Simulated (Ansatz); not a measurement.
**A computed series for SnO: point defects**

The reference is a 16-atom supercell of SnO in the litharge type structure (space group P4/nmm, No. 129; a = 3.8371 Å, c = 4.7586 Å; layered, stacked along the Cartesian z axis) at its relaxed geometry.

One neutral defect a cell, atoms relaxed at fixed cell.

All numbers come from PBE-D3(BJ)/PAW in Ansatz (a program for electronic structure), no spin-orbit coupling.

```tsv
change	largest displacement of a host atom from its site in the perfect cell	pressure
perfect supercell	–	0.0 GPa
O interstitial (started 2.27 Å from the nearest host atom), symmetric start	0.24 Å	-0.7 GPa
Sn on a O site (antisite), symmetric start	0.40 Å	7.3 GPa
F on a O site	(withheld)	(withheld)
H interstitial (started 2.27 Å from the nearest host atom)	0.07 Å	0.3 GPa
C on a O site	0.12 Å	-0.1 GPa
```

Q: Complete the table.

A: 
- F on a O site, largest displacement of a host atom from its site in the perfect cell: 0.16 Å
- F on a O site, pressure: -0.5 GPa

In so small a cell the defect repeats every few ångströms: this is an ordered compound, not a dilute defect. Defects with a symmetric start kept the site's symmetry and may sit on a saddle; the others started slightly shaken. The final runs are not spin-polarised.
